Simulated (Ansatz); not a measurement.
# SnSe2: transverse stress against strain

SnSe2 (1T layered, P-3m1, 25.570 Å³/atom at rest, c along z) under a strain ε along c (axis z), the other axes held. PBE-D3(BJ) in Ansatz, a plane-wave DFT program (PAW, default set), 420 eV, 10×10×6 Γ-centred mesh, Fermi-Dirac smearing 0.05 eV; ions are relaxed within the symmetry of each cell. Stress is positive for a compressed cell.

Here s stands for strain and y for stress xx.

| strain (%) | stress xx (GPa) |
|---|---|
| -1.50 | 0.30 |
| -1.00 | 0.19 |
| -0.50 | 0.09 |
| 0.00 | 0.00 |
| 0.50 | -0.09 |
| 1.00 | -0.17 |
| 1.50 | -0.24 |
| 3.00 | ? |

**Question.** Using a straight line, estimate the missing y at s = 3.00 from the other rows, showing the fit.

**Answer.** Means: s 0, y 0.011. About the means, the sum of products is -1.2600 and the sum of squares of s is 7.0000; the slope is their ratio. Least squares gives y = 0.011 - 0.1800·s. Residuals (row less fit): 0.019, -0.001, -0.011, -0.011, -0.011, -0.001, 0.019; standard error 0.015 (degrees of freedom: 5). The slope gives the elastic constant C13 = 18.0 ± 0.6 GPa. At the withheld row, y = 0.011 - 0.1800 × 3.0 = -0.529 GPa. The calculation gives -0.42 GPa, 0.109 GPa above the prediction (15.1 % of the range of y in the table). The row lies outside the fitted rows, so this is an extrapolation. From the scatter of the fitted rows alone, a prediction at this place has a standard error of 0.023 GPa, so the miss is 4.7 times that.

One order more, fitted to all 13 runs of the series, follows each within 0.01, so the miss is the next term of a smooth law. Rows are the converged runs of the series near zero and its far end; series whose fitted rows scatter by over a few per cent of the range, as at a crossing or softening among them, aren't shown in this form. Most that stay on the fit to the last digits aren't either.
